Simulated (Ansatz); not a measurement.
The reference is TiC in the rock salt structure (space group Fm-3m, No. 225; relaxed with 0.1 eV smearing).

```yaml
crystal:
  lattice:
    - [0.00000, 2.16425, 2.16425]
    - [2.16425, 0.00000, 2.16425]
    - [2.16425, 2.16425, 0.00000]
  atoms:
    - { symbol: C, position: [0.00000, 0.00000, 0.00000] }
    - { symbol: Ti, position: [0.50000, 0.50000, 0.50000] }
```

Method: Ansatz (an electronic-structure program) r2SCAN, no spin-orbit coupling, earlier PAW set.

Before the change:

The pressure is 0.0 GPa and the band gap is zero.

One thing is altered: an isotropic linear strain of +2.86 %; the atoms relax in the strained cell.

Task: What happens to the pressure?

Result: The pressure goes from zero to -18.7 GPa.

Task: How does this affect the energy relative to the base?

Result: The energy rises by 56 meV/atom.

Task: Estimate the effect on the band gap.

Result: The band gap is still zero.

Stability against distortions was not tested. All final runs are without spin polarisation.
